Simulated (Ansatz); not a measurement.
Consider WSi2 (space group I4/mmm, No. 139; a = 3.203 Å, c = 7.818 Å; relaxed with 0.1 eV smearing). Axes: x, y, z lie along a, b, c of the conventional cell.

One thing is altered: strain tensor (xx, yy, zz, yz, xz, xy) = (+1.17, +1.44, −2.72, −0.31, −0.55, −1.59) %; the atoms relax in the strained cell.

Levels (all Ansatz, a quantum-chemistry and plane-wave program, PAW, earlier PAW set): PBEsol (420 eV, spin-orbit coupling left out); r2SCAN (500 eV, scalar-relativistic without spin-orbit coupling).

The geometry is relaxed with PBEsol.

| Quantity | Value |
|---|---|
| PBEsol pressure | 2.0 GPa |

How does going to r2SCAN change the pressure?

The pressure grows by 1.04 GPa, from 2.0 GPa to 3.1 GPa.

Single points use the geometry relaxed with PBEsol. Their cutoffs differ, which shifts pressures a little. Stability against distortions was not tested. The final runs are not spin-polarised.
